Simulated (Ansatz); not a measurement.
# SnTe: stress against strain

SnTe (rock salt, Fm-3m, 31.094 Å³/atom at rest) under an equal strain ε in the (111) plane with the normal axis free, as in a coherent film. PBEsol in Ansatz, a plane-wave DFT program (PAW, default set), 420 eV, 13×13×13 Γ-centred mesh, Fermi-Dirac smearing 0.05 eV; ions are relaxed within the symmetry of each cell. Stress is positive for a compressed cell.

Here s stands for strain and y for stress xx.

| strain (%) | stress xx (GPa) |
|---|---|
| -2.50 | ? |
| -1.25 | 0.86 |
| -0.83 | 0.57 |
| -0.42 | 0.29 |
| 0.00 | -0.01 |
| 0.42 | -0.29 |
| 0.83 | -0.56 |
| 1.25 | -0.84 |

Using a straight line, estimate the missing y at s = -2.50 from the other rows, showing the fit.

Means: s 0, y 0.003. About the means, the sum of products is -3.3065 and the sum of squares of s is 4.8556; the slope is their ratio. Least squares gives y = 0.003 - 0.6810·s. Residuals (row less fit): 0.006, 0.002, 0.001, -0.013, -0.007, 0.002, 0.008; standard error 0.008 (degrees of freedom: 5). The slope gives the biaxial elastic modulus of this plane = 68 ± 0.4 GPa. At the withheld row, y = 0.003 - 0.6810 × (-2.50) = 1.706 GPa. The calculation gives 1.64 GPa, 0.066 GPa below the prediction (2.7 % of the range of y in the table). The row lies outside the fitted rows, so this is an extrapolation. From the scatter of the fitted rows alone, a prediction at this place has a standard error of 0.013 GPa, so the miss is 5.1 times that.

One order more doesn't follow all runs of the series either: the slope changes along it. This level leaves no gap over 0.05 eV at strain -2.50, -1.25, -0.83, 0.83, 1.25, where the mesh may be coarse. SnTe stands in this structure, which distorts at low temperature. Rows are the converged runs of the series near zero and its far end; series whose fitted rows scatter by over a few per cent of the range, as at a crossing or softening among them, aren't shown in this form. Most that stay on the fit to the last digits aren't either.
